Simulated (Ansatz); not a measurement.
## Point defect Fe on the B site in zinc-blende BAs

Computed with PBE, PAW (plane waves to 420 eV; Ansatz, a program for electronic structure). Cell: 64 sites, 2×2×2; final energies on a 2×2×2 shifted mesh. Site at the start: the B site. Finite-size correction: monopole term and site-potential alignment. Dielectric constants: PBE linear response of the host. Host gap at this level: 1.20 eV. These values are not converged in cell size to better than tenths of an eV. The semilocal functional narrows the gap, so deep levels can fall outside it. Spin–orbit coupling is left out, and no Hubbard U is applied to the open shells. Each state is the lowest found from its start.

```tsv
charge	moment (μB)	largest move off a lattice site (Å)	image correction with alignment (eV)	above the lowest spin state (eV)
+1†	0.0	0.14	0.30	0.00
+1†	not spin-polarised	0.14	0.30	0.00
0†	1.0	0.14	0.00	0.00
0†	1.0	0.14	0.00	0.00
−1	2.0	0.17	0.04	0.00
−1†	not spin-polarised	0.12	0.05	0.13
```

† Not settled in this cell, so no level is given: charge +1: level within 0.1 eV of a band edge or past it; charge 0: a level filled in part.

Starting moments that weren't kept: charge +1 began with 4 μB and ended with 0.0; charge 0 began with 5 μB and ended with 1.0; charge −1 began with 4 μB and ended with 2.0.

Flagged in the runs: a doubtful potential alignment.
